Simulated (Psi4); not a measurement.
Psi4 1.11, unrestricted TPSS/def2-svp: Mn(SH)(acac) (CC1=CC(C)=[O]->[Mn]([SH])[O]1), charge 0, multiplicity 6, 17 atoms. The geometry is a generated start, not checked to be a minimum at this level.

task: energy
method: tpss
basis: def2-svp
memory: 3 GB
maxiter: 100
keys of the molecule block: symmetry c1
scf_type: df (default)
guess: auto, which took SAD (default)
scf_initial_accelerator: adiis (default)
e_convergence: 1e-06 (default)
d_convergence: 1e-06 (default)
dft_radial_points: 75 (default)
dft_spherical_points: 302 (default)
basis functions: 187
grid points: 361110

```xyz
17

Mn    -0.0493     2.3173    -0.2564
S     -0.3313     4.4916    -0.3669
H     -0.6953     4.8685     0.8494
C      0.5218    -1.2796    -2.4490
C      0.2802    -0.3663    -1.2723
C      0.0771    -0.9366    -0.0084
C     -0.1741    -0.2120     1.1617
C     -0.3385    -0.9627     2.4601
O     -0.2779     1.0527     1.2118
O      0.2764     0.8788    -1.5048
H      0.5442    -2.3234    -2.1555
H     -0.2674    -1.1248    -3.1835
H      1.4630    -1.0079    -2.9227
H      0.1197    -2.0106     0.0637
H     -1.3239    -0.7515     2.8723
H     -0.2222    -2.0317     2.3239
H      0.3975    -0.6018     3.1766
```

Charge 0 and multiplicity 6 are set for this test and not shown to be the ground state.

One run each on 2 threads. Values of diis_max_vecs tried: 3, 6, 10 (default), 20.

### Question
Which value of diis_max_vecs needs the fewest SCF iterations, and what happens away from it?

### Answer
Fewest SCF iterations, within one of each other: 10 (default) with 18, 20 with 17. The count rises to 20 at 6. The run ends without SCF convergence in 100 iterations at 3.

```json
[
 {"diis_max_vecs": "3", "SCF iterations": "100", "end": "no convergence"},
 {"diis_max_vecs": "6", "SCF iterations": "20", "end": "same solution"},
 {"diis_max_vecs": "10 (default)", "SCF iterations": "18", "end": "same solution"},
 {"diis_max_vecs": "20", "SCF iterations": "17", "end": "same solution"}
]
```
